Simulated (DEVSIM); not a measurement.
System: abrupt Si n-p junction, at 400 K.

Layer 1 from the left is Si, thickness (μm) 87.0, Nd (cm⁻³) 1.4e17, τn (s) 6.2e-6, τp (s) 6.2e-6. Layer 2 from the left is Si, thickness (μm) 34.0, Na (cm⁻³) 3.3e15, τn (s) 6.2e-6, τp (s) 6.2e-6.

Left contact: ohmic. Right contact: ohmic. Voltage is applied to the left contact. Recombination: SRH at mid-gap, radiative, Auger. Mobility is μmin + (μ − μmin)/(1 + (N/Nref)^α).

This is a model device: material constants are rounded textbook-type values typed into the input, and sizes, dopings and lifetimes were drawn at random. Values at 300 K; Nc and Nv go as T^1.5, mobilities as T to minus their exponent, the gap by Varshni's rule with the affinity fixed.

Si: gap (eV) 1.124, affinity (eV) 4.05, permittivity 11.7, Nc (cm⁻³) 2.86e19, Nv (cm⁻³) 3.1e19, μn (cm²/Vs) 1417, μp (cm²/Vs) 470, μn,min 52, μp,min 45, Nref,n 9.7e16, Nref,p 2.2e17, αn 0.68, αp 0.72, T exponent of μn 2.3, T exponent of μp 2.2, B (cm³/s) 4.7e-15, Cn (cm⁶/s) 2.8e-31, Cp (cm⁶/s) 9.9e-32, Varshni α (eV/K) 0.000473, Varshni β (K) 636.

Model (solved in DEVSIM): 1D drift-diffusion, Boltzmann statistics, complete ionisation; no tunnelling, impact ionisation, image-force lowering or self-heating.

Dark forward current:

```
|V| (V)  |J| (A/cm²)
-------  -----------
0.05        3.693e-5
0.10       0.0001926
0.15       0.0008526
0.20        0.003656
0.25         0.01555
0.30         0.06560
0.35          0.2693
0.40           1.017
0.45           3.248
0.50           8.409
0.55           17.87
0.60           32.28
0.65           51.47
0.70           74.91
0.75           102.2
0.80           133.0
0.85           167.3
0.90           205.0
0.95           245.9
1.00           290.0
1.05           337.2
1.10           387.4
1.15           440.6
1.20           496.5
1.25           555.2
1.30           616.5
```

Question: Work out the local ideality factor n = ΔV / (kT/q · ln(J2/J1)) between the rows 0.15 and 0.20 V, 1.25 and 1.30 V.

Answer: kT/q = 34.47 mV. From 0.15 to 0.20 V: ln(0.003656/0.0008526) = 1.456, n = 1.00, near the 1 of diffusion or emission over a barrier. From 1.25 to 1.30 V: ln(616.5/555.2) = 0.105, n = 13.85.

Question: Estimate the current at 0.25 V from the Shockley equation with J0 = Σ q ni² D/(N L) coth(W/L), τ joining the SRH, radiative and Auger lifetimes that are on, and W taken as the whole layer.

Answer: ni² = 3.22e25 cm⁻⁶; holes in the n layer: μ = 155 cm²/Vs, D = 5.34 cm²/s, τ = 5.97e-6 s, L = 56.5 μm, W/L = 1.5, term 3.82e-8 A/cm²; electrons in the p layer: μ = 667 cm²/Vs, D = 23.0 cm²/s, τ = 6.20e-6 s, L = 119 μm, W/L = 0.28, term 1.09e-5 A/cm². J0 = 1.09e-5 A/cm², and J = J0 exp(qV/kT) = 0.0154 A/cm². The simulation gives 0.0155 A/cm², the same within the digits that matter. The estimate leaves out recombination in the depletion region and that region's share of W.
